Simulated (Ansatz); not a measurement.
System: LiF (model structure, F-43m, No. 216, 2 atoms in the cell). Method: PBEsol (Ansatz, an electronic-structure program, PAW).

Numerical settings: plane-wave cutoff 520 eV, 14×14×14 k mesh, Fermi–Dirac smearing 0.01 eV, scalar-relativistic PAW data made under PBE.

Computed at the level's own relaxed cell.

```yaml
crystal:
  lattice:
    - [0.00000, 2.15562, 2.15562]
    - [2.15562, 0.00000, 2.15562]
    - [2.15562, 2.15562, 0.00000]
  atoms:
    - { symbol: Li, position: [0.00000, 0.00000, 0.00000] }
    - { symbol: F, position: [0.25000, 0.25000, 0.25000] }
```

Problem. List the 5 lowest band energies at Γ above −25 eV (eV, relative to the valence band maximum), grouping those that round alike.

Solution. At Γ: -19.19, 0.00 (×3), 7.67.

Note: the relaxation could raise the start's symmetry but not lower it, so the cell can be a saddle point.

A model structure was made by putting elements into a prototype or built by hand; it is no filed structure, need not be a known phase, and can be a saddle point held by its symmetry.
